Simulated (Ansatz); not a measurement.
MoSi2: response to strain

The parent structure is MoSi$_{2}$ (space group I4/mmm, No. 139; a = 3.1740 Å, c = 7.7787 Å; relaxed with 0.1 eV smearing). Axes: x, y, z lie along a, b, c of the conventional cell.

Strains are applied to the cell and any free atomic positions relax.

Computed with plane-wave PAW DFT at the LDA level (Ansatz, an electronic-structure program, 420 eV), no spin-orbit coupling.

Notes on the quantities. pressure: mean of the normal stresses, compression positive; energy relative to the base: free energy F.

```json
[
 {"variant": "base", "pressure": "0.0 GPa", "energy relative to the base": "0 meV/atom"},
 {"variant": "tensor shear ε_xz = +1.43 %", "pressure": "0.2 GPa", "energy relative to the base": "+7.0 meV/atom"},
 {"variant": "tensor shear ε_xz = +0.86 %", "pressure": "0.1 GPa", "energy relative to the base": "+2.5 meV/atom"},
 {"variant": "tensor shear ε_xz = +0.29 %", "pressure": "0.0 GPa", "energy relative to the base": "+0.3 meV/atom"},
 {"variant": "tensor shear ε_xz = +1.14 %", "pressure": "0.1 GPa", "energy relative to the base": "+4.4 meV/atom"},
 {"variant": "tensor shear ε_xz = +0.57 %", "pressure": "0.0 GPa", "energy relative to the base": "+1.1 meV/atom"}
]
```

Whether these cells are dynamically stable was not tested. All final runs are without spin polarisation.
